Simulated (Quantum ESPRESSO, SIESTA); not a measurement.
A SIESTA input for a self-consistent single point of ZrGa2 (Cmmm, 6 atoms in the cell) (DFT, GGA PBEsol, numerical atomic orbitals DZP, PseudoDojo PBEsol standard norm-conserving potentials (rewritten from UPF to PSML)):

```
# files in the folder: Zr.psml Ga.psml (PseudoDojo PBEsol standard)
SystemName  ZrGa2
SystemLabel siesta

NumberOfAtoms                6
NumberOfSpecies              2
%block ChemicalSpeciesLabel
  1 40 Zr
  2 31 Ga
%endblock ChemicalSpeciesLabel
LatticeConstant              1.0 Bohr
%block LatticeVectors
     3.727467773  -12.081727762    0.000000000
     3.727467773   12.081727762    0.000000000
     0.000000000    0.000000000    7.721564564
%endblock LatticeVectors
AtomicCoordinatesFormat      ScaledCartesian
%block AtomicCoordinatesAndAtomicSpecies
     3.727467773    3.615336216    3.860782282  1
     3.727467773   -3.615336216    3.860782282  1
     0.000000000    0.000000000    3.860782282  2
     3.727467773    0.000000000    0.000000000  2
     3.727467773    7.776041622    0.000000000  2
     3.727467773   -7.776041622    0.000000000  2
%endblock AtomicCoordinatesAndAtomicSpecies

XC.functional                GGA
XC.authors                   PBEsol
PAO.BasisSize                DZP
PAO.EnergyShift              0.01 Ry
MeshCutoff                   350 Ry
%block kgrid.MonkhorstPack
    5   0   0  0.0
    0   5   0  0.0
    0   0   5  0.0
%endblock kgrid.MonkhorstPack
OccupationFunction           FD
ElectronicTemperature        0.1 eV

MaxSCFIterations             150
SCF.Mixer.Method             Broyden
SCF.Mixer.Weight             0.2
SCF.Mixer.History            6
SCF.DM.Tolerance             1.0E-05
Diag.ParallelOverK           true
WriteForces                  true
```

Task: Give the Quantum ESPRESSO input for the same structure, mesh, smearing and functional.

Result: This is the input that was run; spellings and numerical settings could be chosen otherwise.

```fortran
&CONTROL
 calculation = 'scf',
 prefix = 'run',
 outdir = './tmp/',
 pseudo_dir = './',
 tprnfor = .true.,
 tstress = .true.,
/
&SYSTEM
 ibrav = 9,
 celldm(1) = 7.45493555,
 celldm(2) = 3.2412695419,
 celldm(3) = 1.0357654357,
 nat = 6,
 ntyp = 2,
 ecutwfc = 80,
 occupations = 'smearing',
 smearing = 'fd',
 degauss = 0.0073499,
/
&ELECTRONS
 conv_thr = 1.0e-11,
 mixing_beta = 0.7,
/
ATOMIC_SPECIES
Zr    91.2240  Zr.upf
Ga    69.7230  Ga.upf
ATOMIC_POSITIONS {crystal}
Zr   -0.35038000    0.64962000   -0.50000000
Zr   -0.64962000    0.35038000   -0.50000000
Ga    0.00000000    0.00000000   -0.50000000
Ga   -0.50000000    0.50000000    0.00000000
Ga   -0.17819000    0.82181000    0.00000000
Ga   -0.82181000    0.17819000    0.00000000
K_POINTS {automatic}
5 5 5  0 0 0
```

Basis, cutoffs, solver keys and any potentials are the target program's own. This input uses DFT, PBEsol, plane waves, PseudoDojo standard norm-conserving (PBESOL) pseudopotentials.

The starting cell comes from a database of computed structures (which also holds hypothetical and non-ambient phases and stackings), without a prior relaxation at this level. Its lattice was rescaled by a random factor within 2.5 % of one.
